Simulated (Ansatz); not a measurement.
Base system: Si (space group I4_132, No. 214; a hypothetical phase, not in the database extracts checked; relaxed with 0.1 eV smearing).

```xyz
4
Lattice="-3.1987 3.1987 3.1987 3.1987 -3.1987 3.1987 3.1987 3.1987 -3.1987" Properties=species:S:1:pos:R:3 pbc="T T T"
Si     2.3990     0.7997    -0.7997
Si     0.7997    -0.7997     2.3990
Si    -0.7997     2.3990     0.7997
Si     0.7997     0.7997     0.7997
```

Cartesian axes are those of the cell as printed.

Calculations: DFT with PBEsol, PAW potentials and a 420 eV plane-wave cutoff in Ansatz (a first-principles code), spin-orbit coupling left out.

Perturbation: uniaxial strain ε_zz = +1.28 %, all other strain components held at zero, atoms relaxed at fixed cell.

Q: Predict the stress tensor and what it implies for the stiffness.

A: Stress of the strained cell less that of the base (GPa, compression positive):
```
   -0.6     0.0     0.0
    0.0    -0.6     0.0
    0.0     0.0    -0.5
```

Then −Δσ_ii/ε with ε = 0.0128 gives secant stiffness values (nonlinear terms included at this strain): C33 ≈ 41 GPa, C13 ≈ 46 GPa and C23 ≈ 46 GPa.

An off-diagonal value above the diagonal one breaks a Born criterion: the base is elastically unstable at this level, or the strain is beyond its stable range.

Whether these cells are dynamically stable was not tested.
